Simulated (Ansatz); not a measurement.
SiO2 (model structure, started from the cotunnite type, Cmce, No. 64, 12 atoms in the cell), treated with LDA (Ansatz, an electronic-structure program, plane waves, PAW).

Numerical settings: plane-wave cutoff 520 eV, 8×12×6 k mesh (along the axes of the cell as run), Fermi–Dirac smearing 0.01 eV, scalar-relativistic PAW data made under PBE.

Cell (relaxed at this level):

```cif
data_O8Si4
_chemical_formula_sum 'Si4 O8'
_space_group_name_H-M_alt 'Cmce'
_space_group_IT_number 64
_space_group_name_Hall '-C 2ac 2'
_cell_length_a 2.66334
_cell_length_b 4.60727
_cell_length_c 9.23322
_cell_angle_alpha 90.000
_cell_angle_beta 90.000
_cell_angle_gamma 90.000
loop_
_atom_site_label
_atom_site_type_symbol
_atom_site_symmetry_multiplicity
_atom_site_Wyckoff_symbol
_atom_site_fract_x
_atom_site_fract_y
_atom_site_fract_z
_atom_site_occupancy
Si1 Si 4 a 0.00000 0.00000 0.00000 1
O1 O 8 f 0.00000 0.16661 0.40249 1
```

Task: Predict the band gap.

Result: 
- band gap = 6.43 eV (on the SCF k mesh)

Note: the relaxation could raise the start's symmetry but not lower it, so the cell can be a saddle point.

Static lattice: no zero-point or thermal effects.

A model structure was made by putting elements into a prototype or built by hand; it is no filed structure, need not be a known phase, and can be a saddle point held by its symmetry.
